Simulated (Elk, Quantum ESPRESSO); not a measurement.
An Elk input for a self-consistent single point of SiMo3 (Pm-3n, 8 atoms in the cell) (DFT, PBE, all-electron FP-LAPW, Elk's shipped species files, APW+lo basis with extra local orbitals):

```
tasks
  0

xctype
  20

tforce
  .true.

rgkmax
  7.5

gmaxvr
  18.0

lmaxapw
  10

lmaxo
  8

nxlo
  2

lorbcnd
  .true.

lradstp
  2

nrmtscf
  2.0

rmtscf
  0.83

lmaxi
  4

swidth
  0.00499791

maxscl
  100

scale
  9.055389955

avec
    1.0000000000    0.0000000000    0.0000000000
    0.0000000000    1.0000000000    0.0000000000
    0.0000000000    0.0000000000    1.0000000000

atoms
  2
  'Si.in'
  2
  0.5000000000  0.5000000000  0.5000000000    0.0 0.0 0.0
  0.0000000000  0.0000000000  0.0000000000    0.0 0.0 0.0
  'Mo.in'
  6
  0.0000000000  0.5000000000  0.2500000000    0.0 0.0 0.0
  0.0000000000  0.5000000000  0.7500000000    0.0 0.0 0.0
  0.2500000000  0.0000000000  0.5000000000    0.0 0.0 0.0
  0.7500000000  0.0000000000  0.5000000000    0.0 0.0 0.0
  0.5000000000  0.2500000000  0.0000000000    0.0 0.0 0.0
  0.5000000000  0.7500000000  0.0000000000    0.0 0.0 0.0

ngridk
  5 5 5
```

Translate this input to Quantum ESPRESSO.

One input that does it (others would too):

```fortran
&control
  calculation = 'scf'
  prefix = 'run'
  outdir = './out'
  pseudo_dir = './'
  verbosity = 'high'
  tprnfor = .true.
  tstress = .true.
/
&system
  ibrav = 0
  nat = 8
  ntyp = 2
  ecutwfc = 80
  occupations = 'smearing'
  smearing = 'fd'
  degauss = 0.0099958
/
&electrons
  conv_thr = 1.0d-10
/
ATOMIC_SPECIES
Si    28.0850  Si.upf
Mo    95.9500  Mo.upf
CELL_PARAMETERS bohr
   9.0553899549     0.0000000000     0.0000000000
   0.0000000000     9.0553899549     0.0000000000
   0.0000000000     0.0000000000     9.0553899549
ATOMIC_POSITIONS angstrom
Si    2.3959530000    2.3959530000    2.3959530000
Si    0.0000000000    0.0000000000    0.0000000000
Mo    0.0000000000    2.3959530000    1.1979765000
Mo    0.0000000000    2.3959530000    3.5939295000
Mo    1.1979765000    0.0000000000    2.3959530000
Mo    3.5939295000    0.0000000000    2.3959530000
Mo    2.3959530000    1.1979765000    0.0000000000
Mo    2.3959530000    3.5939295000    0.0000000000
K_POINTS automatic
5 5 5  0 0 0
```

Basis settings and potentials, where a program has them, do not carry over. This input uses DFT, PBE, plane waves, PseudoDojo standard norm-conserving (PBE) pseudopotentials.

The starting cell comes from a database of computed structures (which also holds hypothetical and non-ambient phases and stackings), without a prior relaxation at this level. For this run, on top of that: lattice scaled by 0.98.
